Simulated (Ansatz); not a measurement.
The starting structures come from a database of crystals and need not be the phases stable at ambient conditions.

Evanescent states of MgSe (P6_3mc, wurtzite, not sure to be the ambient phase, 4 atoms a cell, 26.3 Å³ an atom) along the normal of (100)

Level of theory: r2SCAN (plane waves, PAW; Ansatz, an electronic-structure program).

The gap is the functional's own, uncorrected, and κ follows it; spin-orbit coupling is left out. Mid-gap values are interpolated between the computed energies.

Energies count from the valence-band top; κ is the least over a 8×6 mesh across the current.

```json
[
 {"E (eV)": "0.08", "κ (1/Å)": "0.095", "where": "Γ"},
 {"E (eV)": "0.24", "κ (1/Å)": "0.133", "where": "Γ"},
 {"E (eV)": "0.40", "κ (1/Å)": "0.159", "where": "Γ"},
 {"E (eV)": "0.56", "κ (1/Å)": "0.178", "where": "Γ"},
 {"E (eV)": "0.72", "κ (1/Å)": "0.192", "where": "Γ"},
 {"E (eV)": "0.88", "κ (1/Å)": "0.203", "where": "Γ"},
 {"E (eV)": "1.04", "κ (1/Å)": "0.211", "where": "Γ"},
 {"E (eV)": "1.20", "κ (1/Å)": "0.216", "where": "Γ"},
 {"E (eV)": "1.36", "κ (1/Å)": "0.220", "where": "Γ"},
 {"E (eV)": "1.52", "κ (1/Å)": "0.221", "where": "Γ"},
 {"E (eV)": "1.68", "κ (1/Å)": "0.221", "where": "Γ"},
 {"E (eV)": "1.84", "κ (1/Å)": "0.219", "where": "Γ"},
 {"E (eV)": "2.00", "κ (1/Å)": "0.215", "where": "Γ"},
 {"E (eV)": "2.16", "κ (1/Å)": "0.210", "where": "Γ"},
 {"E (eV)": "2.32", "κ (1/Å)": "0.202", "where": "Γ"},
 {"E (eV)": "2.48", "κ (1/Å)": "0.192", "where": "Γ"},
 {"E (eV)": "2.64", "κ (1/Å)": "0.179", "where": "Γ"},
 {"E (eV)": "2.80", "κ (1/Å)": "0.162", "where": "Γ"},
 {"E (eV)": "2.96", "κ (1/Å)": "0.141", "where": "Γ"},
 {"E (eV)": "3.12", "κ (1/Å)": "0.112", "where": "Γ"},
 {"E (eV)": "3.28", "κ (1/Å)": "0.066", "where": "Γ"}
]
```

Q: How thick must the barrier be to attenuate the transmission by 10^8 when the electrodes' Fermi level lies at 2.32 eV, and what attenuation does that film give at 1.04 eV?

A: d = 8 ln 10 / (2 × 0.202) = 45.6 Å. At 1.04 eV it gives 8 × 0.211/0.202 = 8.4 decades.
